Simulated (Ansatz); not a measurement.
NaP (P2₁2₁2₁, No. 19, 16 atoms in the cell; start COD 1528277)

Level of theory: PBEsol in Ansatz (PAW).

Settings: plane-wave cutoff 520 eV, 6×6×4 k mesh (along the axes of the cell as run), Fermi–Dirac smearing 0.01 eV, scalar-relativistic PAW data made under PBE.

Cell (relaxed at this level):

Space group P2₁2₁2₁ (No. 19); a = 5.604 Å, b = 5.989 Å, c = 10.057 Å, α = β = γ = 90.00°

```json
[
 {"atom": "P", "site": "4a", "symmetry": "1", "x": "0.1531", "y": "0.6781", "z": "0.1169"},
 {"atom": "P", "site": "4a", "symmetry": "1", "x": "0.1132", "y": "0.0567", "z": "0.5342"},
 {"atom": "Na", "site": "4a", "symmetry": "1", "x": "0.3443", "y": "0.1681", "z": "0.2829"},
 {"atom": "Na", "site": "4a", "symmetry": "1", "x": "0.8849", "y": "0.1146", "z": "0.0817"}
]
```

```yaml
band_gap: 0.87 eV (on the SCF k mesh)
```

Note: the relaxation could not lower the start's symmetry, so the cell can be a saddle point above a distorted one.

The computed numbers hold no vibrational or temperature effects.

It cost roughly 26 core-minutes of CPU time.

Ansatz is a quantum-chemistry and plane-wave program.
